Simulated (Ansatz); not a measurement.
BP under load (space group F-43m), PBE with spin-orbit coupling, rigid bands in Ansatz (a program for electronic structure). Condition of this run: hydrostatic pressure of 24 GPa (compression positive) (the target of the relaxation). Band gap 1.03 eV, N_c = 5.08e19 cm⁻³ and N_v = 2.77e19 cm⁻³ at 300 K, conductivity masses of 0.350 mₑ (electrons) and 0.440 mₑ (holes). Take k_BT = 0.02585 eV.

### Question
Find the intrinsic carrier density and the intrinsic Fermi level.

### Answer
n_i = √(N_c N_v) exp(−E_g/2k_BT) = 3.75e19 × exp(−19.92) = 8.4e10 cm⁻³. The level lies (k_BT/2) ln(N_v/N_c) = -8 meV from mid-gap (positive towards the conduction band). Each 0.1 eV added to the gap lowers n_i by a factor of 6.9.

### Question
What thermal injection velocity √(2k_BT/πm) limits a ballistic channel?

### Answer
9.09e6 cm/s for electrons and 8.11e6 cm/s for holes, a ratio of √(m_h/m_e) = 1.12, for dilute carriers.

### Question
What built-in voltage has an abrupt junction with N_A = 1e16 and N_D = 1e17 cm⁻³, all dopants ionised?

### Answer
V_bi = E_g/e − (k_BT/e) ln(N_c N_v/(N_A N_D)) = 1.03 − 0.02585 × 14.16 = 0.66 V, for the computed gap.

Rigid bands with the computed gap; masses take one relaxation time for all states. Geometry: cell and atoms relaxed with PBEsol.
